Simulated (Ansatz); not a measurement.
Step by step: formation energy of In_W in W (bcc, Im-3m)

This concerns the formation energy of In_W in W (bcc, Im-3m). Reaction: 63 W (bcc) + In (I4/mmm) → cell A.

A: a supercell of 64 sites of W (bcc, Im-3m) with In on a W site (8 W at 2.82 Å); spin state with PBE: run without spin.

Method: Ansatz (a first-principles code), PAW, neutral cells at 0 K with nuclei at rest, on structures from PBE. Ansatz runs with its default PAW set. Other levels take these structures. The lattices are those relaxed with PBE, so at other levels the solids can be strained, which adds to the spread. Larger cells are relaxed from a start prepared with the learned potential CHGNet, on a coarser mesh till forces fall under 0.03 eV/Å, which some starts already meet. A dispersion term (D3(BJ), or D4 for r2SCAN) was computed beside these levels and is taken off wherever the name lacks it. The runs are scalar-relativistic, without spin-orbit coupling. Mesh and cell size may move defect energies by 0.1 eV or more. Cell A has symmetry Im-3m within 0.02 Å and got no random move, so less symmetric positions, which may lie lower, weren't tried.

Total energies of the cells in eV, at zero smearing width. They compare only within one column; the weights balance every element.

```
cell         atoms  weight         r2SCAN     PBE+D3(BJ)
-----------  -----  ------  -------------  -------------
A: W:In_W       64      +1  -660639.90178  -659883.50939
W (bcc)         64  −63/64  -665427.10885  -664672.59309
In (I4/mmm)      1      −1    -5611.81083    -5598.16640
```

r2SCAN: (-660639.90178) − 63/64 × (-665427.10885) − (-5611.81083) = 1.719 eV.

PBE+D3(BJ): (-659883.50939) − 63/64 × (-664672.59309) − (-5598.16640) = 1.741 eV.

What follows from the r2SCAN value: With the reservoirs of the reaction as written, and without entropy terms or charged states, the share of sites that hold the defect in equilibrium is exp(−1.72 eV/k_BT) = 2.1×10^-9 at 1000 K.
